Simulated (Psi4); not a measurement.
Psi4 1.11, BP86/def2-svp: C[N]([GeH3])[Si](O)(O)O, 16 atoms. The geometry is a generated start, not checked to be a minimum at this level.

```
Item                                                 Value
--------------------------  ------------------------------
task                                                energy
method                                                bp86
basis                                             def2-svp
memory                                                3 GB
maxiter                                                100
keys of the molecule block                     symmetry c1
scf_type                                      df (default)
guess                       auto, which took SAD (default)
scf_initial_accelerator                    adiis (default)
e_convergence                              1e-06 (default)
d_convergence                              1e-06 (default)
dft_radial_points                             75 (default)
dft_spherical_points                         302 (default)
basis functions                                        165
grid points                                         339607
```

```xyz
16

Si    -1.0956     0.4201    -0.1440
O     -0.5499     1.7279    -0.9468
O     -1.9743     0.7675     1.1897
O     -2.1047    -0.3979    -1.1144
N      0.4168    -0.3087     0.2333
C      0.4928    -1.7088     0.6064
Ge     1.8717     0.6303    -0.3459
H     -1.1833     2.2613    -1.4193
H     -1.5490     1.2494     1.8928
H     -2.7353    -0.9846    -0.7085
H     -0.1905    -1.9164     1.4332
H      1.5081    -1.9445     0.9251
H      0.2299    -2.3699    -0.2249
H      3.0474    -0.1585     0.1753
H      1.9687     0.7477    -1.8361
H      1.8473     1.9850     0.2841
```

One run each on 2 threads. Values of diis_max_vecs tried: 3, 6, 10 (default), 20.

Question: How does the count of SCF iterations change with diis_max_vecs, and where is it least?

Answer: Fewest SCF iterations, within one of each other: 6 with 12, 10 (default) with 11, 20 with 11. The count rises to 22 at 3. All converge to one solution.

```tsv
diis_max_vecs	SCF iterations	end
3	22	same solution
6	12	same solution
10 (default)	11	same solution
20	11	same solution
```
